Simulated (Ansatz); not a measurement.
## A self-consistent single point of CuZn (Pm-3m, 2 atoms in the cell) with Ansatz

Computed with PBE (plane waves, PAW; Ansatz, a quantum-chemistry and plane-wave program).

This input was run:

Ansatz 0.2 input:
```yaml
crystal:
  lattice:
    - [2.902800, 0.000000, 0.000000]
    - [0.000000, 2.902800, 0.000000]
    - [0.000000, 0.000000, 2.902800]
  atoms:
    - { symbol: Zn, position: [0.500000, 0.500000, 0.500000] }
    - { symbol: Cu, position: [0.000000, 0.000000, 0.000000] }
basis:
  ecutwfc: 420.0
kpoints:
  mp_grid:
    grid: [11, 11, 11]
hamiltonian:
  xc: pbe
  pseudopotentials:
    kind: paw
scf:
  occupations:
    method: methfessel_paxton
    width: 0.136
output:
  forces: true
  eigenvalues: true
  stress: true
```

Output, abridged:

```
Pseudopotentials: kind: paw
Pseudopotential: Zn, paw, valence charge 12
Pseudopotential: Cu, paw, valence charge 19
Crystal: 2 atoms, lattice volume = 24.460 Å³
Basis set: ecut = 420 eV, 461 PW (Γ), exchange–correlation on 40×40×40 points (8 copies of the dense FFT grid, shifted against one another)
Bands: 20, of which v1, the nominal top of the filled ones, is band 16 counted from 1 (15 counted from 0)
Symmetry: 48 space group operations
Space group: Pm-3m (ITA 221), of the structure as read, at distance tolerance 2.9e-5 Å
k-points: 56 of 1331
Initial density: superposition of atomic densities (neutral atoms: chi_scale 0, normalization atom), corrected by the library's trained network
Initial wavefunctions: pseudopotential atomic-orbital guess
Eigensolver: davidson
Functional: x = pbe(κ = 0.804, μ = 0.2195149727645171), c = pbe(β = 0.06672455060314922)
SCF iter   1: F=—  HF=-9944.351638 eV  |F-HF|=—  |Δ(HF+E_count)|=         —  Δρ=2.26e-3  dr2=7.32e-4  ethr=1.77e-3  ⟨swp⟩=5.1  Hψ=4706  notcnv=0
all-band conjugate gradients solve this SCF's bands
preconditioner: auto → none
SCF iter   2: F=—  HF=-9944.352257 eV  |F-HF|=—  |Δ(HF+E_count)|=   6.19e-4  S|Δr|=    0.00e0  Δρ=4.61e-4  dr2=1.63e-5  ethr=2.36e-6  ⟨swp⟩=2.2  Hψ=2332  notcnv=0
SCF iter   3: F=—  HF=-9944.352264 eV  |F-HF|=—  |Δ(HF+E_count)|=   6.82e-6  S|Δr|=    0.00e0  Δρ=3.26e-4  dr2=9.01e-6  ethr=5.24e-8  ⟨swp⟩=2.0  Hψ=1842  notcnv=0
SCF iter   4: F=—  HF=-9944.352272 eV  |F-HF|=—  |Δ(HF+E_count)|=   8.10e-6  S|Δr|=    0.00e0  Δρ=6.43e-5  dr2=5.56e-7  ethr=2.91e-8  ⟨swp⟩=2.0  Hψ=1555  notcnv=0
SCF iter   5: F=-9944.352272 eV  HF=-9944.352272 eV  |F-HF|=1.58e-8  |Δ(HF+E_count)|=   2.27e-7  S|Δr|=    0.00e0  Δρ=7.31e-6  dr2=1.17e-8  ethr=3.23e-10  ⟨swp⟩=6.7  Hψ=5162  notcnv=0
SCF 1 converged in 5 iterations: F = -9944.352272 eV  dr2 = 1.17e-8
SCF converged after 5 iterations
Stability not checked (fill_not_monotonic)
Free energy (F): -9944.352272 eV
Harris-Foulkes:  -9944.352272 eV  (|F-HF|=1.58e-8)
Internal energy: -9944.352339 eV  (E = F + TS)
E sigma→0 (E₀):  -9944.352289 eV
Entropy (-TS):   0.000067 eV (0.034 meV/atom)
Fermi energy:    15.257682 eV
--- Per-component energies (eV) ---
  E_band       = -295.927226
  E_kinetic    = 432.753730
  E_local      = -5685.267790  (includes V_loc(G=0)·N_el)
  E_nonlocal   = 1000.332926
  E_hartree    = 2484.661902
  E_xc         = -228.563471
  E_vxc        = -169.971002  (∫ρ·V_xc dr)
  E_paw        = -3487.400313  (= ΣΔE_a)
  E_vpaw       = -843.099205  (= ΣTr[D̂ρ^β])
  E_aug_tail   = -0.000161  (compensation charges beyond the density's cutoff)
  E_ewald      = -4460.869163
  E_smearing   = 0.000067  (= −TS)
  E_closure    = 0.000000  (closes the sum)
  Σ components = -9944.352272   (vs F -9944.352272, Δ=0.00e0)
--- Forces (eV/Å), atoms counted from 1 ---
  atom   1  Zn     0.00000000     0.00000000     0.00000000
  atom   2  Cu    -0.00000000     0.00000000     0.00000000
  max |Σ_I F_I| component: 2.41e-29 eV/Å
--- Stress (GPa, compression-positive) ---
        8.203223       0.000000       0.000000
        0.000000       8.203223       0.000000
        0.000000       0.000000       8.203223
  P = ⅓ Tr σ = 8.2032 GPa (82.032 kbar)
  The stress holds the Pulay correction. Without it, at fixed plane waves, as pw.x and ABINIT print it: P = 8.0399 GPa
--- Band table (eV; the first three rows and the last of 56) ---
  k-point 0: bands = ["-97.7712", "-55.1391", "-55.1391", "-55.1391", "4.6214", "7.3542", "7.3542", "8.1284", "8.1284", "8.1284", "11.6485", "11.6485", "12.5534", "12.5534", "12.5534", "21.6703", "21.6703", "21.6703", "26.8383", "26.8383"]
  k-point 1: bands = ["-97.7712", "-55.1401", "-55.1391", "-55.1391", "4.7757", "7.3741", "7.3890", "8.1144", "8.1144", "8.1360", "11.6370", "11.6627", "12.4980", "12.4980", "12.5463", "20.3420", "21.9091", "21.9091", "26.9161", "27.5155"]
  k-point 2: bands = ["-97.7710", "-55.1427", "-55.1389", "-55.1389", "5.2299", "7.4284", "7.4883", "8.0770", "8.0770", "8.1565", "11.6054", "11.6853", "12.3568", "12.3568", "12.5272", "18.0259", "22.5983", "22.5983", "27.1529", "27.9109"]
  k-point 55: bands = ["-97.7693", "-55.1490", "-55.1490", "-55.1490", "7.4831", "7.5047", "7.5047", "8.4302", "8.4302", "10.7994", "10.9058", "10.9058", "12.7890", "12.7890", "17.7262", "19.0873", "19.0873", "19.5110", "20.8646", "20.8646"]
```

The run converged in 5 iterations.

The starting cell has typed, rounded lattice constants, without a prior relaxation at this level. Its lattice was rescaled by a random factor within 2.5 % of one. Spin polarisation is off. With a pressure of about 8 GPa the cell is away from its equilibrium volume at this level. Ansatz's pressure includes its estimate of the finite-basis (Pulay) stress.
